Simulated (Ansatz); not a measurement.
Ansatz (a program for electronic structure) run on MnS (P3m1, 4 atoms in the cell): self-consistent single point.

Method: LDA (PW92), default PAW files made with PBE (plane waves; Ansatz).

```xyz
4
Lattice="3.9733 0.0000 0.0000 -1.9867 3.4410 0.0000 0.0000 0.0000 6.3742" Properties=species:S:1:pos:R:3 pbc="T T T"
Mn     0.0000     2.2940     6.4168
Mn     1.9867     1.1470     3.1799
S      1.9867     1.1470     0.8041
S      0.0000     2.2940     3.9912
```
Moments meant for the start (each program seeds them in its own way; μB, in the order of the atoms Mn Mn S S): 4.0 4.0 0.0 0.0.

Reference input (self-consistent single point, DFT, LDA (PW92), plane waves, default PAW files made with PBE): basis.ecutwfc = 420 eV; kpoints.mp_grid.grid = 7 7 3; hamiltonian.xc = lda; hamiltonian.pseudopotentials = {kind: paw} (the program's default PAW files); magnetization.spin_polarized = true; scf.occupations.method = fermi_dirac; scf.occupations.width = 0.1 eV. This run's input differs from it in these lines:

Ansatz 0.2 input:
```diff
@@ -12,3 +12,3 @@
 basis:
-  ecutwfc: 420.0
+  ecutwfc: 630.0
 kpoints:
```

Output, abridged:

```
SCF iter   1: F=—  HF=-9421.807263 eV  |F-HF|=—  |Δ(HF+E_count)|=         —  Δρ=7.51e-2 (↑7.51e-2 ↓1.87e-2)  dr2=4.39e0  dr2_m=1.36e0  M=9.521 μB ∫|m|=9.522 μB  β_m=0.30  ethr=3.10e-3  ⟨swp⟩=5.5  Hψ=4773  notcnv=0
Mixer restart at iter 1: flushing history
all-band conjugate gradients solve this SCF's bands
preconditioner: auto → Kerker (q_TF=auto, 2.416 Å⁻¹)
spin=Collinear: Kerker preconditioning applied to the charge; magnetization (m = ρ↑ − ρ↓) channel mixes plain (no charge-response kernel on spin).
   [... lines left out ...]
SCF iter  20: F=—  HF=-9422.461641 eV  |F-HF|=—  |Δ(HF+E_count)|=   1.47e-7  Δρ=5.22e-6 (↑5.22e-6 ↓3.23e-6)  dr2=9.71e-8  dr2_m=2.94e-9  M=-0.002 μB ∫|m|=8.964 μB  β_m=0.99  ethr=2.63e-9  ⟨swp⟩=2.2  Hψ=1680  notcnv=0
SCF iter  21: F=-9422.461641 eV  HF=-9422.461641 eV  |F-HF|=9.27e-9  |Δ(HF+E_count)|=   8.41e-9  Δρ=1.77e-6 (↑1.48e-6 ↓1.77e-6)  dr2=1.47e-8  dr2_m=1.09e-10  M=-0.002 μB ∫|m|=8.964 μB  ethr=2.31e-10  ⟨swp⟩=2.2  Hψ=4018  notcnv=0
SCF 1 converged in 21 iterations: F = -9422.461641 eV  dr2 = 1.47e-8
WARN: the starting moments were not kept: 1 of 2 ended reversed and 1 kept their direction, counting a site from 0.1 μB …
   [... lines left out ...]
Absolute magnetization: 8.9649 μB (∫|ρ↑−ρ↓|, with the PAW one-centre terms)
Free energy (F): -9422.461641 eV
Fermi energy:    7.066555 eV
   [... lines left out ...]
  atom   4  S      0.00000000    -0.00000000     0.37972050
--- Stress (GPa, compression-positive) ---
       -6.378454       0.000000       0.000000
        0.000000      -6.378454      -0.000000
        0.000000      -0.000000      -9.330377
  P = ⅓ Tr σ = -7.3624 GPa (-73.624 kbar)
  The stress holds the Pulay correction. Without it, at fixed plane waves, as pw.x and ABINIT print it: P = -7.3736 GPa
```

The run converged in 21 iterations. Against the reference run the free energy drops by 1.4 meV/atom, the pressure stays at -7.36 GPa and the largest force stays at 0.466 eV/Å.

The starting cell comes from a database of computed structures (which also holds hypothetical and non-ambient phases and stackings), without a prior relaxation at this level. Its lattice was rescaled by up to half a per cent. One atom was moved a little off its site on purpose. The magnetic order is the one reached from the typed start; others were not searched systematically. The program warned that a starting moment was not kept. Ansatz's pressure includes its estimate of the finite-basis (Pulay) stress.

Cost on one core of a shared machine: roughly 30 s.
